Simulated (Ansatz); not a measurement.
This concerns the energy change from cell B to cell A (net 2 F added, other atoms rearranged, in a slab cell with 12 atoms a plane). Reaction: cell B + F2 (gas) → cell A. The sign is products less reactants.

Cell A: a slab of Si (diamond, Fd-3m) cut along (110), 110 atoms, rectangular cell of 10.94 × 11.60 Å (126.9 Å²), symmetry P1 within 0.02 Å, 16.3 Å thick under 19 Å of vacuum, in-plane vectors held at the crystal's; planes from bottom to top: H12 | Si11Ge | Si10Ge2 | Si9Ge3 | Si8Ge4 | Si10Ge2 | Si8Ge4 | Si9Ge3 | Si7Ge5 | F2, its two faces unlike (dipole correction applied); added, foreign or displaced atoms, above the top plane and below the bottom plane and within the planes: Ge2 bound through Ge to 3 Si at 2.39–2.40 Å; two times Ge2 bound through Ge to 3 Si at 2.39–2.41 Å; two times Ge bound to 4 Si at 2.40–2.41 Å; Ge bound to 4 Si at 2.40–2.42 Å; Ge bound to 4 Si at 2.39–2.42 Å; Si4Ge10 bound through Ge to 2 Si at 2.39–2.42 Å and others; spin state with PBE: run without spin, k-point mesh 2×2×1.
```xyz
110
Lattice="10.9400 0.0000 0.0000 0.0000 11.6036 0.0000 0.0000 0.0000 35.1012" Properties=species:S:1:pos:R:3 pbc="T T T"
Si    -0.0321     0.0009     9.3210
Si     1.3283     1.9209     9.3197
Si     2.7459     1.9042    11.2043
Si     4.1022    -0.0141    11.2469
Ge    -0.0407    -0.0256    13.2029
Ge     1.3996     1.9552    13.1947
Si     2.7626     1.9758    15.1756
Ge     4.1292     0.0139    15.1705
Si    -0.0052    -0.0308    17.0961
Ge     1.3862     1.9288    17.1509
Si     2.7401     1.8999    19.1462
Si     4.0980    -0.0248    19.1284
Si     0.1192    -0.0075    21.0871
Si     1.4299     1.9406    21.1091
Si     2.8446     1.9608    23.0168
Si     4.0538    -0.1008    22.9734
Si    -0.0127     3.8563     9.3384
Si     1.3147     5.7975     9.3162
Si     2.7062     5.7974    11.2135
Ge     4.1297     3.8640    11.2226
Si    -0.0314     3.8662    13.1872
Ge     1.3570     5.8115    13.2062
Si     2.7343     5.7914    15.1928
Si     4.1190     3.8861    15.1782
Si    -0.0214     3.8731    17.1833
Si     1.3251     5.8028    17.1046
Ge     2.7022     5.8250    19.0901
Ge     4.1526     3.8340    19.1453
Ge    -0.1518     3.7999    21.1998
Ge     1.2486     5.8323    21.1347
Si     3.1457     5.6518    22.5937
Si     4.3161     3.8122    23.4232
Si    -0.0167     7.7370     9.3567
Si     1.3149     9.6775     9.3348
Si     2.6988     9.6944    11.2442
Ge     4.0961     7.7445    11.2192
Si    -0.0472     7.7596    13.2223
Si     1.3502     9.6373    13.1796
Ge     2.6949     9.6293    15.1761
Si     4.1154     7.6975    15.1586
Si    -0.0192     7.7442    17.1627
Si     1.3542     9.6554    17.1863
Si     2.7057     9.6694    19.1465
Si     4.0936     7.7703    19.0341
Si    -0.1336     7.8523    21.1705
Si     1.4439     9.6080    21.1640
Ge     2.4229     9.6879    23.4850
Si     3.7351     7.8828    22.5499
Si     5.4769    -0.0026     9.3265
Si     6.8322     1.9176     9.3233
Si     8.1797     1.9389    11.2618
Si     9.5223    -0.0010    11.2317
Si     5.4807    -0.0058    13.1749
Si     6.8360     1.9263    13.2106
Si     8.1798     1.8808    15.1602
Si     9.5430    -0.0248    15.1885
Si     5.4465    -0.0351    17.1810
Ge     6.8397     1.9179    17.1642
Si     8.1909     1.9511    19.1642
Ge     9.6096     0.0008    19.1110
Si     5.4635    -0.0087    21.0650
Si     6.9615     1.8180    21.1890
Ge     7.9321     2.1886    23.4656
Ge     9.1720     0.2323    22.6048
Si     5.5346     3.8654     9.2653
Si     6.8963     5.7702     9.2831
Si     8.1950     5.7969    11.2527
Si     9.5536     3.8624    11.2599
Si     5.4779     3.8663    13.2322
Si     6.8171     5.8053    13.1744
Ge     8.1734     5.8403    15.1678
Ge     9.5734     3.8283    15.1848
Si     5.4633     3.8868    17.1231
Si     6.7861     5.8215    17.1342
Ge     8.1805     5.8104    19.1094
Si     9.5632     3.8490    19.1261
Ge     5.4970     3.8444    21.2509
Si     6.8463     5.8312    21.1443
Si     8.6301     5.8835    22.6627
Ge     9.8084     3.9864    23.5442
Ge     5.5300     7.7310     9.2175
Si     6.8616     9.7086     9.2983
Si     8.1796     9.6616    11.2528
Si     9.5482     7.7350    11.2771
Si     5.4622     7.7308    13.2087
Si     6.8319     9.6609    13.1990
Si     8.1738     9.6737    15.1560
Si     9.5817     7.7867    15.1965
Si     5.4498     7.7488    17.1025
Si     6.8276     9.6642    17.0980
Si     8.1958     9.6537    19.0253
Si     9.5839     7.7616    19.1300
Si     5.4571     7.7316    20.9725
Si     6.7932     9.6567    20.9325
Si     8.5174     9.5622    22.4865
Ge     9.8396     7.8211    23.5264
H     10.0450     0.0061     8.0891
H      2.1752     1.9207     8.0760
H     10.0432     3.8403     8.1215
H      2.1740     5.8049     8.0813
H     10.0271     7.7474     8.1482
H      2.1877     9.6712     8.1094
H      4.6043     0.0000     8.1011
H      7.7406     1.8687     8.1251
H      4.6458     3.8739     8.0523
H      7.8184     5.7601     8.0951
H      4.6168     7.7208     7.9625
H      7.7782     9.7677     8.1077
F      1.8212     1.8718    24.3003
F      5.0836    -0.1350    24.2562
```

Cell B: a slab of composition Si72Ge24H12 built on Si (diamond, Fd-3m) (110), with 67 atoms on that crystal's sites, 108 atoms, rectangular cell of 10.94 × 11.60 Å (126.9 Å²), symmetry P1 within 0.02 Å, 15.6 Å thick under 15 Å of vacuum, in-plane vectors held at the crystal's; planes from bottom to top: H12 | Si11Ge | Si10Ge2 | Si9Ge3 | Si8Ge4 | Si10Ge2 | Si8Ge4 | Si9Ge3 | Si5Ge2 | Si2Ge3, its two faces unlike (dipole correction applied); spin state with PBE: run without spin, k-point mesh 2×2×1.
```
CELL_PARAMETERS angstrom
     10.93998     0.00000     0.00000
      0.00000    11.60360     0.00000
      0.00000     0.00000    31.02970
ATOMIC_POSITIONS crystal
  Si 0.99560 0.99895 0.29952
  Si 0.11997 0.16442 0.29936
  Si 0.24967 0.16300 0.36005
  Si 0.37387 0.99785 0.36160
  Ge 0.99439 0.99641 0.42465
  Ge 0.12611 0.16695 0.42408
  Si 0.25083 0.16853 0.48787
  Ge 0.37649 0.99981 0.48813
  Si 0.99737 0.99676 0.55116
  Ge 0.12596 0.16544 0.55179
  Si 0.24761 0.16078 0.61713
  Si 0.37517 0.99789 0.61687
  Si 0.98383 0.98255 0.68081
  Si 0.11249 0.14727 0.67749
  Si 0.27770 0.15449 0.72412
  Si 0.39964 0.00350 0.75064
  Si 0.99778 0.33149 0.30010
  Si 0.11897 0.49890 0.29941
  Si 0.24595 0.49883 0.36062
  Ge 0.37596 0.33205 0.36046
  Si 0.99574 0.33205 0.42409
  Ge 0.12210 0.49995 0.42475
  Si 0.24741 0.49855 0.48884
  Si 0.37312 0.33388 0.48749
  Si 0.99895 0.33412 0.55314
  Si 0.12124 0.50131 0.55123
  Ge 0.24883 0.50336 0.61500
  Ge 0.37610 0.33063 0.61488
  Ge 0.98706 0.31902 0.68236
  Ge 0.13013 0.49318 0.68259
  Si 0.22201 0.49909 0.75669
  Si 0.33486 0.34473 0.72749
  Si 0.99707 0.66592 0.30054
  Si 0.11896 0.83305 0.29965
  Si 0.24559 0.83452 0.36114
  Ge 0.37329 0.66650 0.36088
  Si 0.99380 0.66775 0.42504
  Si 0.12166 0.82945 0.42324
  Ge 0.24491 0.82909 0.48736
  Si 0.37397 0.66222 0.48780
  Si 0.99741 0.66805 0.55212
  Si 0.12348 0.83226 0.55211
  Si 0.24791 0.83242 0.61521
  Si 0.37834 0.67074 0.61477
  Si 0.98744 0.65646 0.68152
  Si 0.11497 0.82235 0.67619
  Ge 0.27667 0.84067 0.72808
  Si 0.34152 0.64803 0.72716
  Si 0.49912 0.99875 0.29961
  Si 0.62285 0.16433 0.29907
  Si 0.74619 0.16621 0.36148
  Si 0.86869 0.99885 0.36106
  Si 0.50008 0.99870 0.42379
  Si 0.62388 0.16536 0.42428
  Si 0.74752 0.16128 0.48683
  Si 0.87161 0.99679 0.48895
  Si 0.49643 0.99471 0.55327
  Ge 0.62222 0.16382 0.55023
  Si 0.74532 0.16858 0.61426
  Ge 0.86919 0.99746 0.61465
  Si 0.49695 0.00443 0.68042
  Si 0.62910 0.16817 0.67836
  Ge 0.79646 0.19136 0.72860
  Ge 0.90663 0.01736 0.75594
  Si 0.50411 0.33217 0.29729
  Si 0.62874 0.49625 0.29794
  Si 0.74746 0.49854 0.36140
  Si 0.87184 0.33189 0.36192
  Si 0.49911 0.33229 0.42519
  Si 0.62182 0.49933 0.42339
  Ge 0.74582 0.50228 0.48754
  Ge 0.87484 0.32940 0.48873
  Si 0.49648 0.33256 0.54960
  Si 0.61739 0.49936 0.55042
  Ge 0.74869 0.49981 0.61261
  Si 0.87382 0.33001 0.61522
  Ge 0.50897 0.34113 0.68099
  Si 0.63619 0.51139 0.67927
  Si 0.80096 0.52958 0.72747
  Ge 0.90385 0.36226 0.75907
  Ge 0.50386 0.66525 0.29623
  Si 0.62560 0.83564 0.29882
  Si 0.74596 0.83163 0.36182
  Si 0.87104 0.66563 0.36236
  Si 0.49806 0.66539 0.42511
  Si 0.62341 0.83172 0.42473
  Si 0.74567 0.83284 0.48799
  Si 0.87446 0.67038 0.48882
  Si 0.49541 0.66583 0.55059
  Si 0.62162 0.82947 0.55041
  Si 0.74239 0.82903 0.61350
  Si 0.87551 0.66758 0.61544
  Si 0.50409 0.67115 0.67804
  Si 0.62698 0.84083 0.67823
  Si 0.79731 0.85810 0.72502
  Ge 0.90545 0.69461 0.75606
  H  0.91654 0.99945 0.25987
  H  0.19709 0.16428 0.25920
  H  0.91683 0.33025 0.26091
  H  0.19781 0.49952 0.25968
  H  0.91525 0.66668 0.26157
  H  0.19811 0.83258 0.26000
  H  0.41879 0.99851 0.26026
  H  0.70529 0.15988 0.26030
  H  0.42304 0.33300 0.25816
  H  0.71268 0.49568 0.25956
  H  0.41980 0.66475 0.25593
  H  0.70972 0.84068 0.26054
```

Reference: an isolated F2 molecule (singlet) in a box of 11 × 11 × 13 Å.

Plane-wave PAW calculations with Ansatz (a program for electronic structure), its default PAW set, cutoff 420 eV, 500 eV for r2SCAN. The structures are at rest with PBE, within the held lattices; other levels are single points on them. Neutral cells; Fermi-Dirac smearing of at most 0.05 eV in the solids, energies taken to zero width. The lattices are those relaxed with PBE or held as stated, so at other levels the solids can be strained, which adds to the spread. Larger cells are relaxed from a start prepared with the learned potential CHGNet till forces fall under 0.03 eV/Å, which some starts already meet. A dispersion term (D3(BJ), or D4 for r2SCAN) was computed beside these levels and is taken off wherever the name lacks it. The PAW files were made for PBE and serve at the other functionals too. Space groups of crystals are read within 0.01 Å. Nuclei at rest; no vibrational terms. Cells are local rest points, mostly with their start's symmetry. Values are for these cell sizes.

Task: Estimate the value that PBE returns for this input.

Result: -8.83 eV, for cell B + F2 (gas) → cell A.

Task: How does the value move with the functional?

Result: 
```
Functional  value (eV)  less PBE
----------  ----------  --------
r2SCAN           -9.43     -0.60
```

The levels shown span 0.60 eV, from r2SCAN (-9.43) to PBE (-8.83).
